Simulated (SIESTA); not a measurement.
Input and output of a self-consistent single point for Y (P6_3/mmc, 2 atoms in the cell) (SIESTA).

Method of the run: GGA PBEsol, numerical atomic orbitals DZP, PseudoDojo PBEsol standard norm-conserving potentials (rewritten from UPF to PSML) run with SIESTA.

```yaml
crystal:
  lattice:
    - [3.65240, 0.00000, 0.00000]
    - [-1.82620, 3.16308, 0.00000]
    - [0.00000, 0.00000, 5.89503]
  atoms:
    - { symbol: Y, position: [0.33333, 0.66667, 0.25000], spin: 1.0 }
    - { symbol: Y, position: [0.66667, 0.33333, 0.75000], spin: 1.0 }
```
(The spins are starting values, not results.)

Reference input (self-consistent single point, DFT, GGA PBE, numerical atomic orbitals DZP, PseudoDojo PBE standard norm-conserving potentials (rewritten from UPF to PSML)): XC.functional = GGA; XC.authors = PBE; potentials = PseudoDojo PBE standard; PAO.BasisSize = DZP; PAO.EnergyShift = 0.005 Ry; MeshCutoff = 350 Ry; kgrid.MonkhorstPack = 11 11 6; OccupationFunction = FD; ElectronicTemperature = 1160.45 K; Spin = polarized; DM.InitSpin = [1 +1.00, 2 +1.00]; MaxSCFIterations = 150. This run's input differs from it in these lines:

```diff
@@ -1,2 +1,2 @@
-# files in the folder: Y.psml (PseudoDojo PBE standard)
+# files in the folder: Y.psml (PseudoDojo PBEsol standard)
 SystemName  Y
@@ -22,3 +22,3 @@
 XC.functional                GGA
-XC.authors                   PBE
+XC.authors                   PBEsol
 PAO.BasisSize                DZP
```

Output, abridged:

```
        iscf     Eharris(eV)        E_KS(eV)     FreeEng(eV)     dDmax    Ef(eV) dHmax(eV)
   scf:    1    -2210.641152    -2218.486175    -2218.585710  0.888931 -4.838031  2.131180
     spin moment: {S} , |S| = {        0.0        0.0    1.03919 }     1.03919
   scf:    2    -2218.581293    -2218.534335    -2218.635194  0.011507 -4.872115  1.824873
     spin moment: {S} , |S| = {        0.0        0.0    1.01788 }     1.01788
   scf:    3    -2218.751303    -2218.663331    -2218.773922  0.064128 -5.079993  0.088254
     spin moment: {S} , |S| = {        0.0        0.0    0.85117 }     0.85117
   [... lines left out ...]
     spin moment: {S} , |S| = {        0.0        0.0   -0.00292 }    -0.00292
   scf:   14    -2218.665887    -2218.665884    -2218.794334  0.000321 -5.088873  0.000384
     spin moment: {S} , |S| = {        0.0        0.0    0.00198 }     0.00198
   scf:   15    -2218.665892    -2218.665888    -2218.794335  0.000127 -5.088729  0.000018
     spin moment: {S} , |S| = {        0.0        0.0    0.00002 }     0.00002
   scf:   16    -2218.665888    -2218.665888    -2218.794335  0.000002 -5.088731  0.000019
     spin moment: {S} , |S| = {        0.0        0.0    0.00005 }     0.00005
SCF Convergence by DM+H criterion
max |DM_out - DM_in|         :     0.0000019891
max |H_out - H_in|      (eV) :     0.0000190211
SCF cycle converged after 16 iterations

Using DM_out to compute the final energy and forces

siesta: E_KS(eV) =            -2218.6659

siesta: E_KS - E_eggbox =     -2218.6659

siesta: Atomic forces (eV/Ang):
     1    0.000006   -0.000004   -0.000000
     2   -0.000006    0.000004    0.000000
   Tot   -0.000000    0.000000    0.000000
   Max    0.000006
   Res    0.000004    sqrt( Sum f_i^2 / 3N )
   Max    0.000006    constrained

Stress tensor Voigt[x,y,z,yz,xz,xy] (kbar):       27.34       27.34       44.81        0.00       -0.00        0.00
(Free)E + p*V (eV/cell)    -2220.2040
Target enthalpy (eV/cell)    -2218.7943

siesta: Program's energy decomposition (eV):
siesta: FreeEng =     -2218.794335

   [... lines left out ...]
siesta: Cell volume =         68.104331 Ang**3
siesta:         -33.16266403        -33.16255289  kBar
   [... lines left out ...]
   2  5.500   0.944   0.138   0.165   0.982   0.983   0.982   0.147   0.146
              0.147   0.180   0.173   0.193   0.173   0.180  -0.008  -0.004

             -0.009  -0.004  -0.008

mulliken: Qtot =       11.000

Mulliken Atomic Populations:
Atom #   charge [q] valence [e]      Sz [e]  Species
     1     0.000000   11.000000    0.000026  Y
     2    -0.000000   11.000000    0.000026  Y
 Total     0.000000                0.000051
```

The run converged in 16 iterations. Against the reference run the pressure goes from -1.44 to -3.32 GPa.

The starting cell comes from a database of computed structures (which also holds hypothetical and non-ambient phases and stackings), without a prior relaxation at this level. Its lattice was rescaled by a random factor within 2.5 % of one. The starting moments vanished: the run ended non-magnetic. Values carry the incompleteness of an atom-centred basis. With a pressure of about -3 GPa the cell is away from its equilibrium volume at this level.

Cost on one core of a shared machine: roughly 2 min.
